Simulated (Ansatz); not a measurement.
Base system: GaN in the wurtzite structure (space group P6_3mc, No. 186; a = 3.218 Å, c = 5.243 Å). Axes: x lies along a and z along c of the hexagonal cell.

Calculations: PBE/PAW in Ansatz (a program for electronic structure), no SOC.

Strains are applied to the cell and any free atomic positions relax; under biaxial strain the out-of-plane vector relaxes too.

One change was made to it. Results:

The width of the top valence band goes up by 0.13 eV, from 2.67 eV to 2.80 eV; the band gap rises by 0.05 eV (1.71 eV → 1.76 eV); the pressure (mean of the normal stresses, compression positive) goes from zero to 3.36 GPa; the valence-band top at Γ (three highest levels, from the VBM) becomes 0.00, 0.00, -0.15 eV (base: 0.00, 0.00, -0.04 eV); the electron mass becomes 0.15 mₑ out of plane, 0.17 mₑ in plane (at Γ) (base: 0.14 mₑ along c, 0.16 mₑ across (at Γ)).

Problem. Which change produced these results?
A) biaxial strain −2.40 %, plane normal [001], relaxed out of plane
B) biaxial strain −1.20 %, plane normal [001], relaxed out of plane
C) biaxial strain −3.00 %, plane normal [001], relaxed out of plane
D) biaxial strain −1.80 %, plane normal [001], relaxed out of plane

Solution. B, biaxial strain −1.20 %, plane normal [001], relaxed out of plane. For comparison, the valence-band top at Γ in the other runs: biaxial strain −3.00 %, plane normal [001], relaxed out of plane gives 0.00, 0.00, -0.35 eV; biaxial strain −1.80 %, plane normal [001], relaxed out of plane gives 0.00, 0.00, -0.21 eV; biaxial strain −2.40 %, plane normal [001], relaxed out of plane gives 0.00, 0.00, -0.28 eV.

Masses are band curvatures over ±0.01 Å⁻¹ around the edge. No phonon test of stability was made.
